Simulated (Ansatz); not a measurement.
**SnTe: pressure series**

The reference is SnTe in the rock salt structure (space group Fm-3m, No. 225; a = 6.409 Å).

Cell and atoms are relaxed at each pressure.

Levels (all Ansatz, an electronic-structure program, PAW, earlier PAW set): PBE (420 eV, no spin-orbit coupling); r2SCAN (500 eV, spin-orbit coupling left out).

The base cell above is that of PBE; each level relaxes its own structures.

```tsv
case	lattice parameter a, PBE	lattice parameter a, r2SCAN
pressure −2 GPa	12.340 bohr	12.246 bohr
pressure −1 GPa	12.219 bohr	12.137 bohr
pressure 0.9 GPa	12.028 bohr	11.962 bohr
pressure 2.1 GPa	11.925 bohr	11.867 bohr
pressure 4.5 GPa	11.751 bohr	11.704 bohr
pressure 9 GPa	11.495 bohr	11.461 bohr
pressure 15 GPa	11.237 bohr	11.211 bohr
pressure 22.5 GPa	10.985 bohr	10.964 bohr
pressure 30 GPa	10.789 bohr	10.775 bohr
```

PBE lies above r2SCAN in every row, by 0.014 bohr to 0.095 bohr. They put the cases in the same order.

Load acts through the strain it causes; cell and atoms are relaxed under it. Whether these cells are dynamically stable was not tested. No other phases were tried under pressure. All final runs are without spin polarisation.
